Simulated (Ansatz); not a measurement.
**WSi2: pressure series**

Take WSi₂ (space group I4/mmm, No. 139) as the base.

```
CELL_PARAMETERS angstrom
     -1.61458     1.61458     3.93362
      1.61458    -1.61458     3.93362
      1.61458     1.61458    -3.93362
ATOMIC_POSITIONS crystal
  W  0.00000 0.00000 0.00000
  Si 0.33458 0.33458 0.00000
  Si 0.66542 0.66542 0.00000
```

Cell and atoms are relaxed at each pressure.

Level of theory: Ansatz (an electronic-structure program) PBE, spin-orbit coupling left out.

```tsv
P (GPa)	V (Å³/atom)
-2.00	13.801
-1.00	13.736
3.00	13.491
6.99	13.267
14.99	12.870
29.99	12.262
49.99	11.627
75.00	11.009
99.98	10.515
```

Question: Fit a third-order Birch–Murnaghan equation of state.

Answer: Least squares on P(V) = (3B₀/2)[(V₀/V)^(7/3) − (V₀/V)^(5/3)]·[1 + (3/4)(B₀′ − 4)((V₀/V)^(2/3) − 1)] gives V₀ = 13.67 Å³/atom, B₀ = 220 GPa and B₀′ = 4.2.

Load acts through the strain it causes; cell and atoms are relaxed under it. Whether these cells are dynamically stable was not tested. Competing high-pressure phases were not computed. All final runs are without spin polarisation.
